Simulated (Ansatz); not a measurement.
**MgS, pressure series**

Consider MgS in the rock salt structure (space group Fm-3m, No. 225).

MgS has the cubic space group Fm-3m (No. 225), the rock salt structure, Pearson symbol cF8. Lattice parameters: a = b = c = 5.1821 Å, α = β = γ = 90.00°. Mg on 4a is coordinated by 6 S at 2.591 Å (octahedral). S on 4b has 6 Mg at 2.591 Å (octahedral). (Neighbours: up to the widest gap in distance over summed covalent radii, below 1.35, at either atom; cation-cation and far metal-metal contacts left out.)
(The calculation used a cell of 2 atoms; values per cell refer to that cell.)

Cell and atoms are relaxed at each pressure.

Levels (all Ansatz, a quantum-chemistry and plane-wave program, PAW): PBEsol (420 eV, without spin-orbit coupling); HSE06 (420 eV, without spin-orbit coupling).

| pressure (GPa) | band gap, PBEsol (eV) | band gap, HSE06 (eV) |
|---|---|---|
| -2 | 2.67 | 3.77 |
| -1 | 2.70 | 3.80 |
| 0 | 2.73 | 3.83 |
| 0.3 | 2.73 | 3.84 |
| 1.5 | ? | ? |
| 3 | 2.80 | 3.92 |
| 5 | 2.84 | 3.97 |
| 7.5 | 2.88 | 4.02 |
| 10 | 2.92 | 4.07 |

Question: Fit E_g = E₀ + αP + βP² to the rows shown and predict the withheld row.

Answer: Least squares on the printed values gives 

- PBEsol: E₀ = 2.73 eV, α = 26.1 meV/GPa, β = -0.69 meV/GPa² (largest residual 0.00 eV); this predicts 2.76 eV, and the run gives 2.76 eV, in agreement
- HSE06: E₀ = 3.83 eV, α = 30.6 meV/GPa, β = -0.69 meV/GPa² (largest residual 0.00 eV); this predicts 3.88 eV, and the run gives 3.88 eV, in agreement.

Single points use the geometry relaxed with PBEsol. HSE06 gaps are upper bounds (no full band path). Load acts through the strain it causes; cell and atoms are relaxed under it. Whether these cells are dynamically stable was not tested. Competing high-pressure phases were not computed. The base started in P3_121 and relaxed to Fm-3m at this level.
